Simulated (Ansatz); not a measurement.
An Ansatz (a quantum-chemistry and plane-wave program) input (PBEsol (Ansatz; PAW; 420 eV plane waves; without spin-orbit coupling)):

Ansatz 0.2 input:
```yaml
crystal:
  lattice:
    - [0, 3.0631396758, 3.0631396758]
    - [3.0631396758, 0, 3.0631396758]
    - [3.0631396758, 3.0631396758, 0]
  atoms:
    - { symbol: H, position: [0.75, 0.75, 0.75] }
    - { symbol: K, position: [0, 0, 0] }
basis: { ecutwfc: 420, ecutrho_ratio: 4, xc_grid: 2, fft_grid_basis: typed }
kpoints: { mp_grid: { grid: [9, 9, 9] } }
hamiltonian:
  xc: pbesol
  dispersion: none
  pseudopotentials: { kind: paw }
scf: { occupations: { method: fermi_dirac, width: 0.05 }, convergence: { dr2_threshold: 0.0000000002 } }
output: { forces: true, stress: true }
```

Task: Which symmetry and how many k-points will the program report, and about how many plane waves at Γ?

Result: Space group F-43m (ITA 216) with 24 operations, k-points 35 of 729, and 1139 plane waves at Γ.

No phonon test of stability was made. The cell is KH in the zinc blende structure (space group F-43m, No. 216; a hypothetical phase, not in the database extracts checked).
